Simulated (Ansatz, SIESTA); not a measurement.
## One structure in several programs: ScSi2Cu2 (P1, 5 atoms in the cell)

Self-consistent single point, at a second geometry (atoms moved at random). First geometry:

```yaml
crystal:
  lattice:
    - [-1.90284, 1.90284, 5.01380]
    - [1.90284, -1.90284, 5.01380]
    - [1.90284, 1.90284, -5.01380]
  atoms:
    - { symbol: Sc, position: [0.00000, 0.00000, 0.00000] }
    - { symbol: Si, position: [0.61353, 0.61353, 0.00000] }
    - { symbol: Si, position: [0.38647, 0.38647, 0.00000] }
    - { symbol: Cu, position: [0.25000, 0.75000, 0.50000] }
    - { symbol: Cu, position: [0.75000, 0.25000, 0.50000] }
```

Second geometry:
```
CELL_PARAMETERS angstrom
     -1.90284     1.90284     5.01380
      1.90284    -1.90284     5.01380
      1.90284     1.90284    -5.01380
ATOMIC_POSITIONS crystal
  Sc 0.99482 0.99452 0.99981
  Si 0.60546 0.60217 0.97330
  Si 0.38978 0.38586 0.00721
  Cu 0.24026 0.75016 0.48851
  Cu 0.76968 0.26730 0.53117
```

Shared settings, as Ansatz (a quantum-chemistry and plane-wave program) writes them: kpoints.mp_grid.grid = 9 9 9; scf.occupations.method = fermi_dirac; scf.occupations.width = 0.01 Ry. Potentials and cutoffs stand in the table.

| code | model | ΔF from the first geometry (meV/atom) | pressure (GPa) | largest force (eV/Å) | cutoff |
|---|---|---|---|---|---|
| SIESTA | LDA PW92, numerical atomic orbitals DZP, PseudoDojo LDA standard norm-conserving potentials (rewritten from UPF to PSML) | 17.0 | -6.14 | 1.047 | grid 350 Ry |
| Ansatz | LDA (PW92), PAW files made with PBE | 15.1 | -5.56 | 0.936 | 30.9 Ry |

Size of the force on each atom (eV/Å): Sizes of forces hide their directions.

```
code      Sc1    Si2    Si3    Cu4    Cu5
------  -----  -----  -----  -----  -----
SIESTA  0.232  1.047  0.719  0.245  0.888
Ansatz  0.210  0.936  0.602  0.216  0.830
```

On Ansatz's run: spin polarisation is off.

The spread over the programs that give each value: ΔF from the first geometry within 1.9 meV/atom; pressure within 0.58 GPa; largest force within 0.111 eV/Å.

SIESTA uses small atom-centred bases, whose incompleteness enters pressures, forces and empty levels differently from a plane-wave cutoff. Ansatz's pressure is given at a fixed set of plane waves, as the other plane-wave codes print theirs; with its correction for the finite basis it is -5.52 GPa.

The starting cell comes from a database of computed structures (which also holds hypothetical and non-ambient phases and stackings), without a prior relaxation at this level. Its lattice was rescaled by a random factor within 2.5 % of one. For this run, on top of that: atoms moved at random.

Keys are those of Ansatz 0.2.
